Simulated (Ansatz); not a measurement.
# TiAs in the CsCl type structure (space group Pm-3m, No. 221; a hypothetical phase, not in the database extracts checked)

```xyz
2
Lattice="3.1945 0.0000 0.0000 0.0000 3.1945 0.0000 0.0000 0.0000 3.1945" Properties=species:S:1:pos:R:3 pbc="T T T"
Ti     0.0000     0.0000     0.0000
As     1.5972     1.5972     1.5972
```

All numbers come from PBE (Ansatz, a program for electronic structure), no spin-orbit coupling. k-mesh 15×15×15 (Γ-centred); smearing 0.05 eV (Fermi–Dirac).

Volume per atom: 16.30 Å³
Density: 6.25 g/cm³
Band gap: zero
Total energy: -3678.479 eV/atom (σ→0; compares only within this code and set-up)

Stability against distortions was not tested. All final runs are without spin polarisation. An odd electron count without spin: TiAs. TiAs has a high density of states at the Fermi level and may be magnetic at this level.
